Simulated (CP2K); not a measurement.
Worked example: self-consistent single point of SrAs2Ru2 (I4/mmm, 5 atoms in the cell) in CP2K.

Level of theory: LDA (Pade form), GPW, DZVP-MOLOPT-SR-GTH basis, GTH-PADE potentials (GTH_POTENTIALS) run with CP2K.

The change in words: lattice scaled by 0.98. Reference geometry:
```yaml
crystal:
  lattice:
    - [6.41950, 0.00000, 0.00000]
    - [3.70449, 5.24278, 0.00000]
    - [-5.06199, -2.62139, 2.95204]
  atoms:
    - { symbol: Sr, position: [0.00000, 0.00000, 0.00000] }
    - { symbol: As, position: [0.64322, 0.64322, 0.00000] }
    - { symbol: As, position: [0.35678, 0.35678, 0.00000] }
    - { symbol: Ru, position: [0.25000, 0.75000, 0.50000] }
    - { symbol: Ru, position: [0.75000, 0.25000, 0.50000] }
```

Reference input (self-consistent single point, DFT LDA (Pade form), GPW, DZVP-MOLOPT-SR-GTH basis, GTH-PADE potentials (GTH_POTENTIALS)): CUTOFF = 500 Ry; REL_CUTOFF = 60 Ry; SMEAR/METHOD = GAUSSIAN; SIGMA = 0.05 eV; KPOINTS/SCHEME = MONKHORST-PACK 6 6 6; GAMMA_CENTERED = T; XC_FUNCTIONAL = PADE; Sr/BASIS_SET = DZVP-MOLOPT-SR-GTH; Sr/POTENTIAL = GTH-PADE-q10; As/BASIS_SET = DZVP-MOLOPT-SR-GTH; As/POTENTIAL = GTH-PADE-q5; Ru/BASIS_SET = DZVP-MOLOPT-SR-GTH. This run's input differs from it in these lines:

```diff
@@ -64,5 +64,5 @@
     &CELL
-      A 6.41950100 0.00000000 0.00000000
-      B 3.70448600 5.24278300 0.00000000
-      C -5.06199400 -2.62139100 2.95203600
+      A 6.29111100 0.00000000 0.00000000
+      B 3.63039600 5.13792700 0.00000000
+      C -4.96075300 -2.56896400 2.89299600
       PERIODIC XYZ
@@ -71,6 +71,6 @@
       Sr       0.00000000     0.00000000     0.00000000
-      As       6.51195092     3.37226288     0.00000000
-      As       3.61203608     1.87052012     0.00000000
-      Ru       1.85224275     2.62139175     1.47601800
-      Ru       3.20975025     0.00000025     1.47601800
+      As       6.38171173     3.30481740     0.00000000
+      As       3.53979527     1.83310960     0.00000000
+      Ru       1.81519825     2.56896325     1.44649800
+      Ru       3.14555575    -0.00000025     1.44649800
     &END COORD
```

Output, abridged:

```
 SCF WAVEFUNCTION OPTIMIZATION

  Step     Update method      Time    Convergence         Total energy    Change
     1 NoMix/Diag. 0.20E+00      -     1.80380325      -234.2539912636 -2.34E+02
     2 Broy./Diag. 0.20E+00      -     0.06788045      -235.9048261689 -1.65E+00
     3 Broy./Diag. 0.20E+00      -     0.05143664      -234.2216213451  1.68E+00
     4 Broy./Diag. 0.20E+00      -     0.01855164      -233.0516035014  1.17E+00
     5 Broy./Diag. 0.20E+00      -     0.00655187      -232.9996155178  5.20E-02
     6 Broy./Diag. 0.20E+00      -     0.00447429      -233.0564036824 -5.68E-02
   [... 5 lines left out ...]
    12 Broy./Diag. 0.20E+00      -     0.00001619      -233.0528688297 -1.44E-04
    13 Broy./Diag. 0.20E+00      -     0.00000220      -233.0528911439 -2.23E-05
    14 Broy./Diag. 0.20E+00      -     0.00000650      -233.0528560862  3.51E-05
    15 Broy./Diag. 0.20E+00      -     0.00000023      -233.0528516504  4.44E-06
  *** SCF run converged in    15 steps ***

  Overlap energy of the core charge distribution:               0.00000000473008
  Self energy of the core charge distribution:               -421.78386002600865
  Core Hamiltonian energy:                                     98.88098693142805
  Hartree energy:                                             117.64835976589455
  Exchange-correlation energy:                                -27.79822570037580
  Smearing free energy correction:                             -0.00011262609984
  Fermi energy:                                                 0.39646650564996

  Total energy:                                              -233.05285165041326
  Total energy (extrapolated to sigma->0):                   -233.05279533736334

                     Mulliken Population Analysis

   [... lines left out ...]

 STRESS| Analytical stress tensor [bar]
 STRESS|                        x                   y                   z
 STRESS|      x        2.34092382038E+03  -5.06807386729E+03  -3.90233479989E-01
 STRESS|      y       -5.06807386729E+03   9.50330230738E+03   4.35998463010E-01
 STRESS|      z       -3.90233479989E-01   4.35998463010E-01   1.21271255922E+04
 STRESS| 1/3 Trace                                             7.99045057331E+03
```

The run converged in 15 iterations. Against the reference run the free energy goes down by 25.9 meV/atom, the pressure goes from -7.36 to 0.80 GPa and the largest force goes from 0.066 to 0.851 eV/Å.

The starting cell comes from a database of computed structures (which also holds hypothetical and non-ambient phases and stackings), without a prior relaxation at this level. For this run, on top of that: lattice scaled by 0.98. Spin polarisation is off. Values carry the incompleteness of an atom-centred basis.

Cost on one core of a shared machine: roughly 2 min.
